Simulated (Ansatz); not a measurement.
We consider AlB2-type HfB2, described by BLYP in Ansatz (PAW).

Numerical settings: plane-wave cutoff 520 eV, 24×24×16 k mesh (along the axes of the cell as run), Fermi–Dirac smearing 0.05 eV, scalar-relativistic PAW data made under PBE.

Properties against volume:

Shape and atoms are relaxed at each volume.

```
V (Å³/atom)  P (GPa)  c (Å)  a (Å)
-----------  -------  -----  -----
9.824          10.22  3.497  3.120
10.029          4.86  3.526  3.139
10.234          0.00  3.554  3.158
10.438         -4.39  3.583  3.177
10.643         -8.36  3.612  3.195
```

Note: the bulk modulus comes from volumes at which shape and atoms were relaxed.

Ansatz is an electronic-structure program.
